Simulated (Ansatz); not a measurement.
Computed with PBE (plane waves to 420 eV, PAW; Ansatz, a first-principles code).

Plane-averaged electrostatic potential energy along the normal, in eV from the Fermi level, for the (20-21) surface of hcp Lu in its 1x1 cell, outermost plane spacing 0.24 Å in the ideal cut:

(z (Å), V (eV)): (3.83, 3.32); (4.12, 3.31); (4.42, 3.31); (4.71, 3.30); (5.01, 3.28); (5.30, 3.25); (5.59, 3.19); (5.89, 3.09); (6.18, 2.92); (6.48, 2.61); (6.77, 2.09); (7.07, 1.19); (7.36, -0.55); (7.66, -3.54); (7.95, -6.67); (8.24, -8.28); (8.54, -7.76); (8.83, -6.50); (9.13, -6.36); (9.42, -7.56); (9.72, -8.30); (10.01, -7.82); (10.31, -7.35); (10.60, -7.90); (10.89, -8.59); (11.19, -8.07); (11.48, -6.36); (11.78, -5.39); (12.07, -6.39); (12.37, -7.91); (12.66, -8.02); (12.96, -6.76); (13.25, -5.93); (13.54, -6.76); (13.84, -8.02); (14.13, -7.91); (14.43, -6.39); (14.72, -5.39); (15.02, -6.36); (15.31, -8.07); (15.61, -8.59); (15.90, -7.90); (16.19, -7.35); (16.49, -7.82); (16.78, -8.30); (17.08, -7.56); (17.37, -6.36); (17.67, -6.50); (17.96, -7.76); (18.26, -8.28); (18.55, -6.67); (18.84, -3.54); (19.14, -0.55); (19.43, 1.19); (19.73, 2.09); (20.02, 2.61); (20.32, 2.92); (20.61, 3.09); (20.91, 3.19); (21.20, 3.25); (21.49, 3.28); (21.79, 3.30); (22.08, 3.31); (22.38, 3.31); (22.67, 3.32)

Set-up: 16 atoms, 10.5 Å thick at the start (thin: gaps and levels are the slab's own); mesh 11x4x1; 0.1 eV smearing; dipole correction on; all atoms relaxed; held to the part of the start's symmetry that mesh and held atoms allow; no spin, no spin-orbit, no U.

The vacuum level lies 3.32 eV above the Fermi level over the top face and 3.32 eV above it under the bottom face.
